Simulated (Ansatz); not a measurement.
Partial pair distribution functions of a relaxed model of amorphous Ti20O42Ru, broadened by 0.06 Å; density 3.71 g/cm³. Method: PBE, scalar-relativistic without spin-orbit coupling (plane waves to 420 eV, PAW; Ansatz, an electronic-structure program). In the spin-polarised cell the level spacing at the Fermi energy can part levels of unlike spin.

Preparation: random packing, a CHGNet melt and quench, and a DFT relaxation. O atoms were pushed apart under 1.9 Å during the dynamics, to hinder bonds among them. The hot cell started wider than the set density and was brought back towards it in steps. It is the lowest in DFT energy of 2 quenches. It is a model cell: composition and starting density were chosen by hand, and all elements were melted together. No dispersion term was used. Its density started from a set value of 3.71 and ended at 3.71 g/cm³. The quench (nominally 300 K/ps over its main leg) was far faster than any real one, so the model tends to hold more defects than a real film. A cell of this size samples the disorder only roughly. The volume was held where the preparation left it, at a PBE pressure of -0.4 GPa (tension). Stress components on the final sampling reach 2.3 GPa.

| r (Å) | g Ti-O | g O-Ru | g Ti-Ti | g O-O |
|---|---|---|---|---|
| 1.55 | 0.00 | 0.00 | 0.00 | 0.00 |
| 1.65 | 0.29 | 0.00 | 0.00 | 0.00 |
| 1.75 | 2.67 | 0.06 | 0.00 | 0.00 |
| 1.85 | 5.94 | 2.64 | 0.00 | 0.00 |
| 1.95 | 5.22 | 10.00 | 0.00 | 0.00 |
| 2.05 | 3.45 | 6.91 | 0.00 | 0.00 |
| 2.15 | 1.87 | 2.43 | 0.00 | 0.00 |
| 2.25 | 0.72 | 0.10 | 0.00 | 0.04 |
| 2.35 | 0.29 | 0.00 | 0.00 | 0.28 |
| 2.45 | 0.16 | 0.00 | 0.00 | 1.08 |
| 2.55 | 0.17 | 0.00 | 0.00 | 1.54 |
| 2.65 | 0.24 | 0.00 | 0.00 | 2.28 |
| 2.75 | 0.20 | 0.00 | 0.10 | 3.07 |
| 2.85 | 0.16 | 0.00 | 0.76 | 2.72 |
| 2.95 | 0.29 | 0.00 | 1.33 | 2.63 |
| 3.05 | 0.24 | 0.00 | 1.62 | 1.84 |
| 3.15 | 0.29 | 0.01 | 1.82 | 1.30 |
| 3.25 | 0.46 | 0.29 | 1.97 | 0.89 |
| 3.35 | 0.52 | 0.95 | 2.32 | 0.49 |
| 3.45 | 0.74 | 0.90 | 2.32 | 0.56 |
| 3.55 | 0.96 | 0.38 | 2.85 | 0.53 |
| 3.65 | 1.23 | 0.22 | 1.78 | 0.62 |
| 3.75 | 1.33 | 1.22 | 0.89 | 0.73 |
| 3.85 | 1.40 | 2.02 | 1.00 | 0.68 |
| 3.95 | 1.12 | 1.27 | 0.58 | 0.72 |
| 4.05 | 1.36 | 1.50 | 0.54 | 0.69 |
| 4.15 | 1.45 | 1.55 | 0.72 | 0.63 |
| 4.25 | 1.45 | 0.74 | 0.58 | 0.60 |
| 4.35 | 1.43 | 0.76 | 0.59 | 0.75 |
| 4.45 | 1.45 | 1.20 | 0.64 | 0.77 |
| 4.55 | 1.26 | 2.24 | 0.84 | 0.78 |

Within 2.44 Å each Ti has 5.35 O neighbours on average.
